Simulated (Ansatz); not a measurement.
Candidates: fluorite AuAl₂, L1₂ (Cu3Au-type) Al₃Sc, CsCl-type CuZn, fluorite PtAl₂, CsCl-type RuAl, L1₂ (Cu3Au-type) Ni₃Al. Level: r²SCAN+rVV10 (Ansatz, an electronic-structure program, plane waves, PAW).

Ansatz's runs of these crystals have no spin polarisation, but for L1₂ (Cu3Au-type) Ni3Al. Meta-GGAs and exact exchange favour moments, which can bear on L1₂ (Cu3Au-type) Ni3Al.

Density-functional runs with spin start from parallel moments for L1₂ (Cu3Au-type) Ni3Al.

Spin–orbit coupling is left out, also for the solids with elements from indium on (fluorite AuAl2, fluorite PtAl2); its size isn't shown.

Ansatz's density-functional and Hartree–Fock values are scalar-relativistic unless marked +SOC, with PAW data made under PBE.

Task: Which of them have a computed lattice parameter a between 3.2 and 5 Å?

Result: L1₂ (Cu3Au-type) Al₃Sc, L1₂ (Cu3Au-type) Ni₃Al. The values: fluorite AuAl₂ 5.996 Å; L1₂ (Cu3Au-type) Al₃Sc 4.080 Å; CsCl-type CuZn 2.906 Å; fluorite PtAl₂ 5.892 Å; CsCl-type RuAl 2.976 Å; L1₂ (Cu3Au-type) Ni₃Al 3.516 Å.
